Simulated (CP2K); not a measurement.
A self-consistent single point of GaPt3 (P1, 16 atoms in the cell) with CP2K.

Computed with LDA (Pade form), GPW, DZVP-MOLOPT-SR-GTH basis, GTH-PADE potentials (GTH_POTENTIALS) in CP2K.

```yaml
crystal:
  lattice:
    - [6.65881, 0.00000, 0.00000]
    - [0.00000, 6.65881, 0.00000]
    - [0.00000, 0.00000, 5.70627]
  atoms:
    - { symbol: Ga, position: [0.49924, 0.99825, 0.76068] }
    - { symbol: Ga, position: [0.50375, 0.00149, 0.23858] }
    - { symbol: Ga, position: [0.00554, 0.50470, 0.75235] }
    - { symbol: Ga, position: [0.00243, 0.49458, 0.24597] }
    - { symbol: Pt, position: [0.73741, 0.76676, 0.00091] }
    - { symbol: Pt, position: [0.26030, 0.23696, 0.00539] }
    - { symbol: Pt, position: [0.23911, 0.73323, 0.00038] }
    - { symbol: Pt, position: [0.75872, 0.26732, 0.99844] }
    - { symbol: Pt, position: [0.27846, 0.77214, 0.50060] }
    - { symbol: Pt, position: [0.72902, 0.22137, 0.50274] }
    - { symbol: Pt, position: [0.22137, 0.27651, 0.50373] }
    - { symbol: Pt, position: [0.76953, 0.72347, 0.49644] }
    - { symbol: Pt, position: [0.99875, 0.99759, 0.74962] }
    - { symbol: Pt, position: [0.99666, 0.00024, 0.24940] }
    - { symbol: Pt, position: [0.49919, 0.50277, 0.25091] }
    - { symbol: Pt, position: [0.50051, 0.50262, 0.74386] }
```

Reference input (self-consistent single point, DFT LDA (Pade form), GPW, DZVP-MOLOPT-SR-GTH basis, GTH-PADE potentials (GTH_POTENTIALS)): CUTOFF = 600 Ry; REL_CUTOFF = 50 Ry; SMEAR/METHOD = GAUSSIAN; SIGMA = 0.1 eV; KPOINTS/SCHEME = MONKHORST-PACK 3 3 4; GAMMA_CENTERED = T; XC_FUNCTIONAL = PADE; Ga/BASIS_SET = DZVP-MOLOPT-SR-GTH; Ga/POTENTIAL = GTH-PADE-q13; Pt/BASIS_SET = DZVP-MOLOPT-SR-GTH; Pt/POTENTIAL = GTH-PADE-q18; METHOD = GPW. This run's input differs from it in these lines:

```diff
@@ -16,3 +16,3 @@
     &MGRID
-      CUTOFF 600
+      CUTOFF 420
       REL_CUTOFF 50
```

Log, with long lists cut:

```
 SCF WAVEFUNCTION OPTIMIZATION

  Step     Update method      Time    Convergence         Total energy    Change
     1 NoMix/Diag. 0.30E+00      -     1.22622639     -1749.9259777742 -1.75E+03
     2 Broy./Diag. 0.30E+00      -     0.07858342     -1756.9359663052 -7.01E+00
     3 Broy./Diag. 0.30E+00      -     0.05637379     -1750.4665757760  6.47E+00
     4 Broy./Diag. 0.30E+00      -     0.04930140     -1746.7166033769  3.75E+00
     5 Broy./Diag. 0.30E+00      -     0.01452922     -1747.6693463978 -9.53E-01
     6 Broy./Diag. 0.30E+00      -     0.00776637     -1747.5726620660  9.67E-02
   [... lines left out ...]
     8 Broy./Diag. 0.30E+00      -     0.00094516     -1747.6327531599  1.24E-02
     9 Broy./Diag. 0.30E+00      -     0.00057087     -1747.6100914656  2.27E-02
    10 Broy./Diag. 0.30E+00      -     0.00020182     -1747.6037128196  6.38E-03
    11 Broy./Diag. 0.30E+00      -     0.00002989     -1747.5998083802  3.90E-03
    12 Broy./Diag. 0.30E+00      -     0.00002709     -1747.6003904806 -5.82E-04
    13 Broy./Diag. 0.30E+00      -     0.00000171     -1747.6005909285 -2.00E-04
    14 Broy./Diag. 0.30E+00      -     0.00000126     -1747.6006276186 -3.67E-05
    15 Broy./Diag. 0.30E+00      -     0.00000014     -1747.6006228955  4.72E-06
  *** SCF run converged in    15 steps ***

  Overlap energy of the core charge distribution:               0.00000000264704
  Self energy of the core charge distribution:              -2582.74477275029267
  Core Hamiltonian energy:                                    609.93058772114944
  Hartree energy:                                             404.69650697829195
  Exchange-correlation energy:                               -179.48021897921811
  Smearing free energy correction:                             -0.00272586919621
  Fermi energy:                                                 0.46879407876563

  Total energy:                                             -1747.60062289552479
  Total energy (extrapolated to sigma->0):                  -1747.59925996092670

                     Mulliken Population Analysis

   [... lines left out ...]

 STRESS| Analytical stress tensor [bar]
 STRESS|                        x                   y                   z
 STRESS|      x       -4.00258063910E+05  -2.28545092392E+03   3.73152544862E+02
 STRESS|      y       -2.28545092392E+03  -3.99365102333E+05   5.46567977218E+02
 STRESS|      z        3.73152544862E+02   5.46567977218E+02  -3.73136484224E+05
 STRESS| 1/3 Trace                                            -3.90919883489E+05
```

The run converged in 15 iterations. Against the reference run the free energy is nearly the same (within 1 meV/atom), the pressure stays at -39.09 GPa and the largest force goes from 0.578 to 0.607 eV/Å.

The starting cell comes from a database of computed structures (which also holds hypothetical and non-ambient phases and stackings), without a prior relaxation at this level. Its atoms were displaced at random from the sites of space group no. 127. Spin polarisation is off. Values carry the incompleteness of an atom-centred basis.

Cost on one core of a shared machine: roughly 4 min.
